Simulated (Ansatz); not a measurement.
Ansatz (an electronic-structure program) run on Hg2SeS (P-4m2, 4 atoms in the cell): self-consistent single point

Level of theory: LDA (PW92), default PAW files made with PBE (plane waves; Ansatz).

This input was run:

Ansatz 0.2 input:
```yaml
crystal:
  lattice:
    - [4.277270, 0.000000, 0.000000]
    - [0.000000, 4.277270, 0.000000]
    - [0.000000, 0.000000, 6.040923]
  atoms:
    - { symbol: Hg, position: [0.500000, 0.000000, 0.762180] }
    - { symbol: Hg, position: [0.000000, 0.500000, 0.237820] }
    - { symbol: Se, position: [0.000000, 0.000000, 0.500000] }
    - { symbol: S, position: [0.500000, 0.500000, 0.000000] }
basis:
  ecutwfc: 420.0 eV
kpoints:
  mp_grid: { grid: [8, 8, 6] }
hamiltonian:
  xc: lda
  pseudopotentials: { kind: paw }
scf:
  occupations: { method: fermi_dirac, width: 0.1 eV }
output:
  forces: true
  eigenvalues: true
  stress: true
```

Log, with long lists cut:

```
WARN ansatz: RAYON_NUM_THREADS=1 ignored (pool sized by the plan → 1); use --threads N
Pseudopotentials: kind: paw
Pseudopotential: Hg, paw, valence charge 20
Pseudopotential: Se, paw, valence charge 16
Pseudopotential: S, paw, valence charge 6
Crystal: 4 atoms, lattice volume = 110.519 Å³
Basis set: ecut = 420 eV, 2165 PW (Γ)
Bands: 38, of which v1, the nominal top of the filled ones, is band 31 counted from 1 (30 counted from 0)
Symmetry: 8 space group operations
Space group: P-4m2 (ITA 115), of the structure as read, at distance tolerance 4.8e-5 Å
k-points: 60 of 384 (time reversal used)
PAW frozen core: Hg, regenerated for the run's functional, and the local potential with it
PAW frozen core: Se, regenerated for the run's functional, and the local potential with it
PAW frozen core: S, regenerated for the run's functional, and the local potential with it
Initial density: superposition of atomic densities (neutral atoms: chi_scale 0, normalization atom), corrected by the library's trained network
Initial wavefunctions: pseudopotential atomic-orbital guess
Eigensolver: davidson
Functional: x = slater, c = lda
SCF iter   1: F=—  HF=-33298.300176 eV  |F-HF|=—  |Δ(HF+E_count)|=         —  Δρ=5.91e-3  dr2=4.61e-2  ethr=1.77e-3  ⟨swp⟩=6.8  Hψ=8746  notcnv=0
all-band conjugate gradients solve this SCF's bands
preconditioner: auto → Resta (q_TF=auto, 2.478 Å⁻¹)
SCF iter   2: F=—  HF=-33298.290540 eV  |F-HF|=—  |Δ(HF+E_count)|=   9.64e-3  Δρ=2.95e-3  dr2=9.56e-3  ethr=7.44e-5  ⟨swp⟩=2.1  Hψ=3602  notcnv=0  defer=14
SCF iter   3: F=—  HF=-33298.288111 eV  |F-HF|=—  |Δ(HF+E_count)|=   2.43e-3  Δρ=7.53e-4  dr2=7.48e-4  ethr=1.54e-5  ⟨swp⟩=2.0  Hψ=2426  notcnv=0  defer=14
SCF iter   4: F=—  HF=-33298.288070 eV  |F-HF|=—  |Δ(HF+E_count)|=   4.06e-5  Δρ=1.86e-4  dr2=6.61e-5  ethr=1.21e-6  ⟨swp⟩=1.9  Hψ=2336  notcnv=0  defer=14
SCF iter   5: F=—  HF=-33298.288088 eV  |F-HF|=—  |Δ(HF+E_count)|=   1.81e-5  Δρ=7.49e-5  dr2=8.09e-6  ethr=1.07e-7  ⟨swp⟩=2.0  Hψ=3598  notcnv=0  defer=14
SCF iter   6: F=—  HF=-33298.288088 eV  |F-HF|=—  |Δ(HF+E_count)|=   2.30e-7  Δρ=2.70e-5  dr2=1.10e-6  ethr=1.30e-8  ⟨swp⟩=2.0  Hψ=3598  notcnv=0  defer=14
SCF iter   7: F=-33298.288088 eV  HF=-33298.288088 eV  |F-HF|=1.07e-8  |Δ(HF+E_count)|=   3.15e-8  Δρ=8.06e-6  dr2=8.38e-8  ethr=1.61e-10  ⟨swp⟩=7.4  Hψ=9880  notcnv=0
SCF 1 converged in 7 iterations: F = -33298.288088 eV  dr2 = 8.38e-8
SCF converged after 7 iterations
Free energy (F): -33298.288088 eV
Harris-Foulkes:  -33298.288088 eV  (|F-HF|=1.07e-8)
Internal energy: -33298.283797 eV  (E = F + TS)
E sigma→0 (E₀):  -33298.285942 eV
Entropy (-TS):   -0.004291 eV (-1.073 meV/atom)
Fermi energy:    7.876410 eV
--- Per-component energies (eV) ---
  E_band       = -1417.852794
  E_kinetic    = 1430.029075
  E_local      = -9505.029529  (includes V_loc(G=0)·N_el)
  E_nonlocal   = -397.279563
  E_hartree    = 4223.298613
  E_xc         = -635.083108
  E_vxc        = -706.788444  (∫ρ·V_xc dr)
  E_paw        = -21705.681644  (= ΣΔE_a)
  E_vpaw       = -685.405891  (= ΣTr[D̂ρ^β])
  E_aug_tail   = 0.001087  (compensation charges beyond the density's cutoff)
  E_ewald      = -6712.061473
  E_core_change = 3.522745  (= ΣΔE_core)
  E_smearing   = -0.004291  (= −TS)
  E_closure    = 0.000000  (closes the sum)
  Σ components = -33298.288088   (vs F -33298.288088, Δ=0.00e0)
--- Forces (eV/Å), atoms counted from 1 ---
  atom   1  Hg    -0.00000000     0.00000000     0.00183533
  atom   2  Hg    -0.00000000     0.00000000    -0.00183533
  atom   3  Se     0.00000000    -0.00000000    -0.00000000
  atom   4  S      0.00000000    -0.00000000    -0.00000000
  max |Σ_I F_I| component: 1.59e-16 eV/Å
--- Stress (GPa, compression-positive) ---
       -2.989756       0.000000       0.000000
        0.000000      -2.989756      -0.000000
        0.000000      -0.000000      -2.942324
  P = ⅓ Tr σ = -2.9739 GPa (-29.739 kbar)
  The stress holds the Pulay correction. Without it, at fixed plane waves, as pw.x and ABINIT print it: P = -2.9996 GPa
--- Band table (eV; the first three rows and the last of 60) ---
  k-point 0: bands = ["-106.7452", "-106.7452", "-55.0629", "-55.0629", "-55.0583", "-55.0578", "-55.0524", "-55.0524", "-39.8195", "-39.8191", "-39.8191", "-39.8081", "-39.8050", "-5.4668", "-4.8030", "0.7392", "0.7440", "0.7440", "0.9068", [...]
  k-point 1: bands = ["-106.7452", "-106.7452", "-55.0629", "-55.0629", "-55.0583", "-55.0578", "-55.0524", "-55.0524", "-39.8195", "-39.8191", "-39.8191", "-39.8081", "-39.8050", "-5.4279", "-4.8461", "0.7369", "0.7704", "0.7704", "0.8938", [...]
  k-point 2: bands = ["-106.7452", "-106.7452", "-55.0629", "-55.0629", "-55.0582", "-55.0579", "-55.0524", "-55.0524", "-39.8195", "-39.8191", "-39.8191", "-39.8081", "-39.8050", "-5.3239", "-4.9586", "0.7383", "0.8439", "0.8439", "0.8491", [...]
  k-point 59: bands = ["-106.7452", "-106.7452", "-55.0632", "-55.0631", "-55.0580", "-55.0580", "-55.0527", "-55.0525", "-39.8194", "-39.8192", "-39.8192", "-39.8079", "-39.8050", "-4.9079", "-4.7197", "1.0289", "1.0289", "1.1103", "1.2024", [...]
```

The run converged in 7 iterations.

The starting cell comes from a database of computed structures (which also holds hypothetical and non-ambient phases and stackings), without a prior relaxation at this level. Its lattice was rescaled by up to half a per cent. Spin-orbit coupling is off. Ansatz's pressure includes its estimate of the finite-basis (Pulay) stress. The run gives no clean gap (levels at the Fermi energy touch, overlap or are partly filled at this smearing), which alone does not show that the compound is a metal.
